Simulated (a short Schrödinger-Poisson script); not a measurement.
Structure: gated Al0.33Ga0.67As/GaAs δ-doped gas, at 77 K.

| layer | material | thickness (nm) | Na (cm⁻³) |
|---|---|---|---|
| 1 | Al0.33Ga0.67As | 10 | - |
| 2 | Al0.33Ga0.67As | 10 | - |
| 3 | GaAs | 6000 | 1e14 |

Constants are typed, rounded textbook-type inputs, not results; the design itself was drawn at random and stands for no fabricated device. Al0.33Ga0.67As: permittivity 11.96, conduction-band edge (eV) 0.261, gap (eV) 1.836, electron mass (mₑ) 0.0944, Nv at 300 K (cm⁻³) 9e18. GaAs: permittivity 12.9, conduction-band edge (eV) 0, gap (eV) 1.424, Nv at 300 K (cm⁻³) 9e18.

Channel valleys (confinement mass, in-plane density-of-states mass, number): Γ 0.067, 0.067, 1. At the gate the conduction-band edge of layer 1 lies 1.01 eV − eVg above the Fermi level of the channel; the field vanishes at the back. Sheet of ionised δ-doping: +4.6e12 e/cm² at 10 nm from the gate. The barrier under the gate holds no holes. Gaps are held at their typed values at every temperature. Mesh 0.08 nm at interfaces.

Solved with a short Schrödinger-Poisson script written for these runs: 1D Poisson equation in equilibrium, electrons quantum, Hartree plus LDA exchange-correlation (BenDaniel-Duke, 40 states a valley, the channel's in-plane mass for all, wave functions free to enter the barrier), parabolic valleys, classical holes, full ionisation, no traps, pinning or gate leakage.

The same stack at other levels of the model or other numerical settings:

| run | sheet density of all electrons at Vg = 0.5 V (cm⁻²) | capacitance at Vg = 0.5 V (μF/cm²) | centroid of the channel electrons at Vg = 0.5 V (nm) | gate voltage at 1e11 electrons/cm² (V) | rough cost against the base |
|---|---|---|---|---|---|
| base | 1.10e12 | 0.441 | 6.48 | 0.12 | about 1 |
| electrons treated as classical, Boltzmann | (withheld) | 0.514 | (withheld) | 0.11 | 0.02 |
| electrons treated as classical, Fermi-Dirac | 1.12e12 | 0.506 | 5.69 | 0.11 | 0.1 |
| electrons treated as quantum, Hartree | 1.07e12 | 0.436 | 6.97 | 0.12 | 0.7 |
| mesh six times as coarse | 1.10e12 | 0.441 | (withheld) | 0.12 | 0.2 |
| one subband a valley | 1.09e12 | 0.435 | 5.32 | 0.12 | 0.2 |

### Question
Some entries are withheld; supply them.

### Answer

- electrons treated as classical, Boltzmann, sheet density of all electrons at Vg = 0.5 V (cm⁻²): 1.30e12
- electrons treated as classical, Boltzmann, centroid of the channel electrons at Vg = 0.5 V (nm): 2.05
- mesh six times as coarse, centroid of the channel electrons at Vg = 0.5 V (nm): 6.44

The classical rows ignore confinement, and Boltzmann statistics overrate the density once the band edge passes the Fermi level.
